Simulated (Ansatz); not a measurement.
Worked example: zone-centre phonon calculation of ZrCuSiP (P4/nmm, 8 atoms in the cell) in Ansatz (a quantum-chemistry and plane-wave program).

Method of the run: LDA (PW92), default PAW files made with PBE (plane waves; Ansatz).

```yaml
crystal:
  lattice:
    - [3.57551, 0.00000, 0.00000]
    - [0.00000, 3.57551, 0.00000]
    - [0.00000, 0.00000, 9.47875]
  atoms:
    - { symbol: Zr, position: [0.00000, 0.50000, 0.77138] }
    - { symbol: Zr, position: [0.50000, 0.00000, 0.22862] }
    - { symbol: Si, position: [0.50000, 0.50000, 0.00000] }
    - { symbol: Si, position: [0.00000, 0.00000, 0.00000] }
    - { symbol: Cu, position: [0.50000, 0.50000, 0.50000] }
    - { symbol: Cu, position: [0.00000, 0.00000, 0.50000] }
    - { symbol: P, position: [0.00000, 0.50000, 0.32819] }
    - { symbol: P, position: [0.50000, 0.00000, 0.67181] }
```

Reference input (self-consistent single point, DFT, LDA (PW92), plane waves, default PAW files made with PBE): basis.ecutwfc = 420 eV; kpoints.mp_grid.grid = 9 9 4; hamiltonian.xc = lda; hamiltonian.pseudopotentials = {kind: paw} (the program's default PAW files); scf.occupations.method = gaussian; scf.occupations.width = 0.1 eV. This run's input differs from it in these lines:

```diff
@@ -27,6 +27,6 @@
     width: 0.1 eV
-output:
-  forces: true
-  eigenvalues: true
-  stress: true
+  convergence:
+    dr2_threshold: 1.0e-05 eV
+phonons:
+  method: dfpt
```

Output (repeated stretches shortened):

```
SCF iter   1: F=—  HF=-23942.114372 eV  |F-HF|=—  |Δ(HF+E_count)|=         —  Δρ=1.02e-2  dr2=5.53e-2  ethr=1.77e-3  ⟨swp⟩=6.9  Hψ=14424  notcnv=0
all-band conjugate gradients solve this SCF's bands
preconditioner: auto → Kerker (q_TF=auto, 2.546 Å⁻¹)
SCF iter   2: F=—  HF=-23942.102251 eV  |F-HF|=—  |Δ(HF+E_count)|=   1.21e-2  Δρ=3.45e-3  dr2=1.45e-2  ethr=6.91e-5  ⟨swp⟩=2.0  Hψ=7375  notcnv=0  defer=41
SCF iter   3: F=—  HF=-23942.100270 eV  |F-HF|=—  |Δ(HF+E_count)|=   1.98e-3  Δρ=2.33e-3  dr2=5.28e-3  ethr=1.81e-5  ⟨swp⟩=2.1  Hψ=4092  notcnv=0  defer=41
SCF iter   4: F=—  HF=-23942.099347 eV  |F-HF|=—  |Δ(HF+E_count)|=   9.24e-4  Δρ=9.56e-4  dr2=1.42e-3  ethr=6.59e-6  ⟨swp⟩=1.1  Hψ=3510  notcnv=0  defer=41
SCF iter   5: F=—  HF=-23942.099073 eV  |F-HF|=—  |Δ(HF+E_count)|=   2.74e-4  Δρ=2.13e-4  dr2=1.61e-4  ethr=1.78e-6  ⟨swp⟩=2.0  Hψ=4458  notcnv=0  defer=41
SCF iter   6: F=-23942.099046 eV  HF=-23942.099051 eV  |F-HF|=4.44e-6  |Δ(HF+E_count)|=   2.25e-5  Δρ=3.82e-5  dr2=5.17e-6  ethr=1.25e-8  ⟨swp⟩=13.2  Hψ=29492  notcnv=0
SCF 1 converged in 6 iterations: F = -23942.099046 eV  dr2 = 5.17e-6
DFPT response loops at Γ: preconditioner auto → Kerker (q_TF=auto, 2.546 Å⁻¹) (partly filled bands, converged f_vac=0.000) …
Free energy (F): -23942.099046 eV
Internal energy: -23942.093403 eV  (E = F + TS)
E sigma→0 (E₀):  -23942.096225 eV
Entropy (-TS):   -0.005643 eV (-0.705 meV/atom)
Fermi energy:    13.838401 eV
--- Phonons (Γ-DFPT): 8 representative perturbations + reference, on 75 of 324 k-points (Σ response iterations 35) ---
  k mesh reduced under 4 symmetry operations, with k and −k counted as one. Each operation leaves every solved displacement unchanged or reverses it
  ASR residual: 1.868e-2 → 0.000e0 eV/Å²; symmetrization residual: 6.235e-7 eV/Å²
  ASR residual per site (eV/Å²): 2.61e-3 2.61e-3 2.33e-3 2.33e-3 1.87e-2 1.87e-2 3.22e-3 3.22e-3
  Γ frequencies (cm⁻¹): 0.00 0.00 0.00 98.21 98.21 116.85 119.82 119.82 159.57 192.01 192.01 198.68 198.76 198.76 259.98 281.95 294.87 301.19 301.19 307.02 307.02 314.02 318.64 318.64
  non-analytic LO–TO correction: not included (Born effective charges unavailable; polar crystals: no LO–TO splitting at Γ)
```

The run converged in 6 iterations. 

Summary of the result:
- Free energy E − TS (on the zero of these files): -23942.0990 eV
- Fermi level (on the code's own zero): 13.84 eV
- Zone-centre frequencies (cm⁻¹; negative means imaginary): 0, 0, 0, 98, 98, 117, 120, 120, 160, 192, 192, 199, 199, 199, 260, 282, 295, 301, 301, 307, 307, 314, 319, 319

The starting cell comes from a database of computed structures (which also holds hypothetical and non-ambient phases and stackings), without a prior relaxation at this level. Its lattice was rescaled by up to half a per cent. Spin polarisation is off.

Cost on one core of a shared machine: roughly 7 min.

Keys are those of Ansatz 0.2.
